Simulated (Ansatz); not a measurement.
# CdF$_{2}$ in the fluorite structure (space group Fm-3m, No. 225)

Space group Fm-3m (No. 225); a = b = c = 5.481 Å, α = β = γ = 90.00°

```json
[
 {"atom": "Cd", "site": "4a", "symmetry": "m-3m", "x": "0.0000", "y": "0.0000", "z": "0.0000"},
 {"atom": "F", "site": "8c", "symmetry": "-43m", "x": "0.2500", "y": "0.2500", "z": "0.2500"}
]
```
(The calculation used a cell of 3 atoms; values per cell refer to that cell.)

Computed with DFT with PBE, PAW potentials and a 420 eV plane-wave cutoff in Ansatz (an electronic-structure program), no spin-orbit coupling. Settings: 10×10×10 k-points, 0.05 eV Fermi–Dirac smearing.

| Property | Value |
|---|---|
| Volume per atom | 13.73 Å³ |
| Density | 6.07 g/cm³ |
| Band gap | 2.92 eV, indirect, W → Γ |
| Electron mass | 0.38 mₑ |
| Lowest conduction-band minima above the VBM | Γ 2.92 eV |
| Total energy | -3290.723 eV/atom (σ→0; compares only within this code and set-up) |

Masses are band curvatures over ±0.01 Å⁻¹ around the edge. Stability against distortions was not tested.
